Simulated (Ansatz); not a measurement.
System: BaAlHO₂ (model structure, started from the SrVO2H type, P4/mmm, No. 123, 5 atoms in the cell). Method: PBE (plane waves, PAW; Ansatz, a quantum-chemistry and plane-wave program).

Settings: plane-wave cutoff 520 eV, 8×8×10 k mesh (along the axes of the cell as run), Fermi–Dirac smearing 0.01 eV, scalar-relativistic PAW data made under PBE.

Cell (relaxed at this level):

```yaml
crystal:
  lattice:
    - [3.85729, 0.00000, 0.00000]
    - [0.00000, 3.85729, 0.00000]
    - [0.00000, 0.00000, 4.01679]
  atoms:
    - { symbol: Ba, position: [0.50000, 0.50000, 0.50000] }
    - { symbol: Al, position: [0.00000, 0.00000, 0.00000] }
    - { symbol: O, position: [0.50000, 0.00000, 0.00000] }
    - { symbol: O, position: [0.00000, 0.50000, 0.00000] }
    - { symbol: H, position: [0.00000, 0.00000, 0.50000] }
```

**Question.** What does this level give for the band gap, smallest direct gap on the k points sampled and Γ–Γ gap?

**Answer.** 
* **band gap**: 2.41 eV
* **smallest direct gap on the k points sampled**: 2.99 eV
* **Γ–Γ gap**: 4.84 eV

Note: the relaxation could raise the start's symmetry but not lower it, so the cell can be a saddle point.

Spin–orbit coupling is not included.

The result took roughly 7 core-seconds.

A model structure was made by putting elements into a prototype or built by hand; it is no filed structure, need not be a known phase, and can be a saddle point held by its symmetry.
